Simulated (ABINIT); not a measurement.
Worked example: self-consistent single point of KHF2 (I4/mcm, 8 atoms in the cell) in ABINIT.

Computed with LDA (PW92), PAW (JTH v2.0 LDA PAW) (plane waves; ABINIT 10.0.3).

The change in words: lattice scaled by 0.98. Reference geometry:
```yaml
crystal:
  lattice:
    - [-2.79946, 2.79946, 3.35283]
    - [2.79946, -2.79946, 3.35283]
    - [2.79946, 2.79946, -3.35283]
  atoms:
    - { symbol: K, position: [0.75000, 0.75000, 0.00000] }
    - { symbol: K, position: [0.25000, 0.25000, 0.00000] }
    - { symbol: H, position: [0.50000, 0.00000, 0.50000] }
    - { symbol: H, position: [0.00000, 0.50000, 0.50000] }
    - { symbol: F, position: [0.35594, 0.85594, 0.21188] }
    - { symbol: F, position: [0.64406, 0.14406, 0.78812] }
    - { symbol: F, position: [0.85594, 0.64406, 0.50000] }
    - { symbol: F, position: [0.14406, 0.35594, 0.50000] }
```

Reference input (self-consistent single point, DFT, LDA (PW92), plane waves, PAW (JTH v2.0 LDA PAW)): pseudos = [K.LDA_PW-JTH.xml, H.LDA_PW-JTH.xml, F.LDA_PW-JTH.xml]; ecut = 60 Ry; pawecutdg = 120 Ry; ixc = 7; occopt = 3; tsmear = 0.05 eV; ngkpt = 7 7 7; nshiftk = 1; shiftk = 0 0 0; potentials = JTH v2.0 LDA PAW; nband = 31; kptopt = 1. This run's input differs from it in these lines:

```diff
@@ -5,5 +5,5 @@
 rprim
-        -2.7994550000    2.7994550000    3.3528350000
-         2.7994550000   -2.7994550000    3.3528350000
-         2.7994550000    2.7994550000   -3.3528350000
+        -2.7434660000    2.7434660000    3.2857780000
+         2.7434660000   -2.7434660000    3.2857780000
+         2.7434660000    2.7434660000   -3.2857780000
 natom 8
```

Output (repeated stretches shortened):

```
--- !BeginCycle
solver: {iscf: 17, nstep: 80, nline: 4, wfoptalg: 10, }
tolerances: {tolvrs: 1.00E-10, }
...

     iter   Etot(hartree)      deltaE(h)  residm     nres2
 ETOT  1  -155.86071928410    -1.559E+02 2.075E-01 8.288E+01
 ETOT  2  -156.11801123383    -2.573E-01 1.167E-02 4.477E+01
 ETOT  3  -156.09234916714     2.566E-02 5.683E-03 5.011E+00
 ETOT  4  -156.08974931327     2.600E-03 2.088E-03 7.993E-01
 ETOT  5  -156.08948699040     2.623E-04 1.532E-03 6.762E-02
   [... 5 lines left out ...]
 ETOT 11  -156.08948371900     6.933E-10 6.997E-05 8.558E-08
 ETOT 12  -156.08948371902    -2.851E-11 1.505E-04 4.385E-09
 ETOT 13  -156.08948371902     2.871E-12 4.979E-05 5.295E-10
 ETOT 14  -156.08948371902    -1.222E-12 1.394E-04 5.566E-11
 At SCF step   14       nres2   =  5.57E-11 < tolvrs=  1.00E-10 =>converged.

 Cartesian components of stress tensor (hartree/bohr^3)
  sigma(1 1)= -4.68334041E-05  sigma(3 2)=  0.00000000E+00
  sigma(2 2)= -4.68334041E-05  sigma(3 1)=  0.00000000E+00
  sigma(3 3)=  4.40535673E-05  sigma(2 1)=  0.00000000E+00

 ----iterations are completed or convergence reached----

 reduced coordinates (array xred) for    8 atoms
       0.750000000000      0.750000000000      0.000000000000
       0.250000000000      0.250000000000      0.000000000000
       0.500000000000      0.000000000000      0.500000000000
       0.000000000000      0.500000000000      0.500000000000
       0.355940000000      0.855940000000      0.211880000000
       0.644060000000      0.144060000000      0.788120000000
   [... lines left out ...]
 Fermi (or HOMO) energy (eV) =  -0.36752   Average Vxc (eV)=  -9.52890
   [... lines left out ...]
'-kT*entropy'       : -2.68488120105597E-14
total_energy        : -1.56089481341449E+02
total_energy_eV     : -4.24741079329048E+03
...

-Cartesian components of stress tensor (GPa)         [Pressure=  4.8656E-01 GPa]
- sigma(1 1)= -1.37788609E+00  sigma(3 2)=  0.00000000E+00
- sigma(2 2)= -1.37788609E+00  sigma(3 1)=  0.00000000E+00
- sigma(3 3)=  1.29610048E+00  sigma(2 1)=  0.00000000E+00

 Calculation completed.
```

The run converged in 14 iterations. 

The starting cell comes from a database of computed structures (which also holds hypothetical and non-ambient phases and stackings), without a prior relaxation at this level. For this run, on top of that: lattice scaled by 0.98.

These are the values that this program gave, and no reference: the one-centre exchange-correlation terms come from a truncated expansion.

Cost on one core of a shared machine: roughly 8 min.
